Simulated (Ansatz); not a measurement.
The starting structures come from a database of crystals and need not be the phases stable at ambient conditions.

Data:

```yaml
crystal:
  lattice:
    - [7.27262, 0.00000, 0.00000]
    - [3.63631, 8.24975, 0.00000]
    - [3.63631, 0.00000, 3.63631]
  atoms:
    - { symbol: K, position: [0.15485, 0.69030, 0.00000] }
    - { symbol: K, position: [0.84515, 0.30970, 0.00000] }
    - { symbol: K, position: [0.50000, 0.00000, 0.50000] }
    - { symbol: K, position: [0.00000, 0.00000, 0.50000] }
    - { symbol: Br, position: [0.35585, 0.28830, 0.00000] }
    - { symbol: Br, position: [0.64415, 0.71170, 0.00000] }
    - { symbol: O, position: [0.00000, 0.00000, 0.00000] }
```

Space group of this cell: I4/mmm. The cell is taken as given.

Transport runs along the normal of the first two printed cell vectors, the (110) plane of the conventional cell.

The gap is the functional's own. No spin-orbit coupling. Mid-gap values are interpolated on the energy grid.

Question: Estimate the band gap and the smallest decay constant κ at mid-gap that r2SCAN run with Ansatz (a program for electronic structure) returns for this system.

Answer: Gap 1.40 eV on a 8×8×8 mesh; κ = 0.231 1/Å, at the zone centre.
